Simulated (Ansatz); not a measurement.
**Mn3GeN (model structure, started from the cubic perovskite type, Pm-3m, No. 221, 5 atoms in the cell)**

The numbers are results of LDA in Ansatz (plane waves, PAW), not measurements.

Numerical settings: plane-wave cutoff 520 eV, 14×14×14 k mesh, Fermi–Dirac smearing 0.05 eV, spin-polarised with parallel moments, scalar-relativistic PAW data made under PBE.

Cell (relaxed at this level):

```
Mn3GeN
1.0
    3.68282     0.00000     0.00000
    0.00000     3.68282     0.00000
    0.00000     0.00000     3.68282
Ge N Mn
1 1 3
Direct
  0.00000   0.00000   0.00000
  0.50000   0.50000   0.50000
  0.00000   0.50000   0.50000
  0.50000   0.50000   0.00000
  0.50000   0.00000   0.50000
```
Starting moments (μB, in the order of the record's atoms Ge N Mn Mn Mn): 0.0 0.0 4.0 4.0 4.0.

```yaml
band_gap: zero (no gap)
bulk_modulus: 292 GPa
```

Note: the magnetic order was assumed, not searched for or taken from measurement; the bulk modulus is −V dP/dV from two relaxed cells at ±2 % in volume; the moments ended far under their starting size, a low-moment state that need not be the lowest; the relaxation could raise the start's symmetry but not lower it, so the cell can be a saddle point.

Spin–orbit coupling is not included.

Static lattice: no zero-point or thermal effects.

A model structure was made by putting elements into a prototype or built by hand; it is no filed structure, need not be a known phase, and can be a saddle point held by its symmetry.

Ansatz is a program for electronic structure.
